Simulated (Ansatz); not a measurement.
Cell of (CsSnI3)4/(CsSrBr3)1 cubic perovskite (001) superlattice on CsSrBr3 (CsSnI3 and CsSrBr3 held in this type, which need not be the stable form; untilted, as the cell's symmetry holds it, where a distortion can lie lower; ending in P4mm with a mean c/a of 1.05, so no longer cubic), with its geometry taken from a PBE run:

```
CELL_PARAMETERS angstrom
      6.02185     0.00000     0.00000
      0.00000     6.02185     0.00000
      0.00000     0.00000    31.59117
ATOMIC_POSITIONS crystal
  Cs 0.00000 0.00000 0.99881
  I  0.50000 0.50000 0.00195
  Sn 0.50000 0.50000 0.10413
  I  0.50000 0.00000 0.10224
  I  0.00000 0.50000 0.10224
  Cs 0.00000 0.00000 0.20344
  I  0.50000 0.50000 0.20420
  Sn 0.50000 0.50000 0.30516
  I  0.50000 0.00000 0.30484
  I  0.00000 0.50000 0.30484
  Cs 0.00000 0.00000 0.40572
  I  0.50000 0.50000 0.40572
  Sn 0.50000 0.50000 0.50647
  I  0.50000 0.00000 0.50679
  I  0.00000 0.50000 0.50679
  Cs 0.00000 0.00000 0.60765
  I  0.50000 0.50000 0.60732
  Sn 0.50000 0.50000 0.70813
  I  0.50000 0.00000 0.71014
  I  0.00000 0.50000 0.71014
  Cs 0.00000 0.00000 0.80746
  Br 0.50000 0.50000 0.80271
  Sr 0.50000 0.50000 0.89778
  Br 0.50000 0.00000 0.89874
  Br 0.00000 0.50000 0.89874
```

Computed with HSE06 (plane waves to 420 eV, PAW; Ansatz, a quantum-chemistry and plane-wave program). Spin–orbit coupling is left out. Its k-point mesh 3×3×1, Fermi–Dirac width 0.01 eV. HSE06 ran on meshes of its own (3×3×1); its edges and gaps are taken over the mesh and over extra points off it, mostly where PBE has its edges.

Question: Give the plane-averaged electrostatic potential energy of an electron along the normal (the smooth PAW potential), about its mean over the cell.

Answer: 
| z (Å) | V (eV) |
|---|---|
| 0.000 | -1.81 |
| 0.293 | -1.68 |
| 0.585 | -1.05 |
| 0.731 | -0.28 |
| 1.024 | 1.89 |
| 1.316 | 3.25 |
| 1.609 | 3.62 |
| 1.901 | 3.26 |
| 2.048 | 2.72 |
| 2.340 | 0.34 |
| 2.633 | -2.21 |
| 2.925 | -2.36 |
| 3.218 | -1.57 |
| 3.364 | -1.66 |
| 3.656 | -2.46 |
| 3.949 | -1.70 |
| 4.241 | 1.12 |
| 4.534 | 2.94 |
| 4.826 | 3.44 |
| 4.973 | 3.39 |
| 5.265 | 2.69 |
| 5.558 | 0.80 |
| 5.850 | -1.14 |
| 6.143 | -1.83 |
| 6.289 | -1.85 |
| 6.581 | -1.82 |
| 6.874 | -1.60 |
| 7.167 | -0.33 |
| 7.459 | 1.86 |
| 7.605 | 2.68 |
| 7.898 | 3.41 |
| 8.190 | 3.35 |
| 8.483 | 2.36 |
| 8.775 | -0.28 |
| 8.922 | -1.66 |
| 9.214 | -2.58 |
| 9.507 | -1.76 |
| 9.799 | -1.86 |
| 10.092 | -2.60 |
| 10.238 | -2.32 |
| 10.530 | 0.12 |
| 10.823 | 2.55 |
| 11.115 | 3.37 |
| 11.408 | 3.32 |
| 11.554 | 3.01 |
| 11.847 | 1.49 |
| 12.139 | -0.66 |
| 12.432 | -1.72 |
| 12.724 | -1.83 |
| 13.017 | -1.84 |
| 13.163 | -1.76 |
| 13.455 | -0.88 |
| 13.748 | 1.19 |
| 14.041 | 2.89 |
| 14.333 | 3.43 |
| 14.479 | 3.42 |
| 14.772 | 2.76 |
| 15.064 | 0.61 |
| 15.357 | -2.08 |
| 15.649 | -2.45 |
| 15.796 | -1.99 |
| 16.088 | -1.66 |
| 16.381 | -2.50 |
| 16.673 | -1.99 |
| 16.966 | 0.78 |
| 17.112 | 2.06 |
| 17.404 | 3.26 |
| 17.697 | 3.44 |
| 17.989 | 2.83 |
| 18.282 | 1.04 |
| 18.428 | -0.08 |
| 18.721 | -1.52 |
| 19.013 | -1.82 |
| 19.306 | -1.83 |
| 19.598 | -1.69 |
| 19.891 | -0.53 |
| 20.037 | 0.52 |
| 20.330 | 2.54 |
| 20.622 | 3.37 |
| 20.915 | 3.42 |
| 21.207 | 2.64 |
| 21.353 | 1.72 |
| 21.646 | -1.14 |
| 21.938 | -2.51 |
| 22.231 | -1.85 |
| 22.523 | -1.73 |
| 22.670 | -2.18 |
| 22.962 | -2.53 |
| 23.255 | -0.46 |
| 23.547 | 2.24 |
| 23.840 | 3.31 |
| 23.986 | 3.45 |
| 24.278 | 3.08 |
| 24.571 | 1.50 |
| 24.863 | -1.39 |
| 25.156 | -3.48 |
| 25.302 | -3.93 |
| 25.595 | -3.65 |
| 25.887 | -1.88 |
| 26.180 | 0.47 |
| 26.472 | 2.15 |
| 26.618 | 2.70 |
| 26.911 | 3.05 |
| 27.204 | 2.60 |
| 27.496 | 1.10 |
| 27.789 | -3.44 |
| 28.081 | -9.30 |
| 28.227 | -11.15 |
| 28.520 | -11.18 |
| 28.812 | -6.71 |
| 29.105 | -0.86 |
| 29.397 | 2.16 |
| 29.544 | 2.78 |
| 29.836 | 3.38 |
| 30.129 | 3.34 |
| 30.421 | 2.65 |
| 30.714 | 0.83 |
| 30.860 | -0.26 |
| 31.152 | -1.65 |
| 31.445 | -1.88 |
